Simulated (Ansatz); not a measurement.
Given:

End structure of a constructed model of the (100) surface of bcc Fe, ferromagnetic, a layer of Al in place of the second plane (bottom of the slab: a bare face, its two planes held):

```
CELL_PARAMETERS angstrom
      2.83070     0.00000     0.00000
      0.00000     2.83070     0.00000
      0.00000     0.00000    23.00000
ATOMIC_POSITIONS crystal
  Fe 0.50000 0.50000 0.34903
  Fe 0.00000 0.00000 0.41056
  Fe 0.50000 0.50000 0.47493
  Fe 0.00000 0.00000 0.53165
  Al 0.50000 0.50000 0.59818
  Fe 0.00000 0.00000 0.66863
```

Model: 6-atom slab, 6.9 Å thick at the start (thin: gaps and levels are the slab's own), 13x13x1 mesh, Fermi-Dirac 0.1 eV, dipole correction, 2 atoms held, the rest relaxed; symmetry of the start imposed; spin-polarised, ending with about 11.3 μB a cell; orders that need a larger cell were not tried, no spin-orbit, no U. It is one candidate, not shown to be the stable structure of the face.

### Question
What is the computed work function of the top face (PBE (Ansatz, a quantum-chemistry and plane-wave program))?

### Answer
4.40 eV
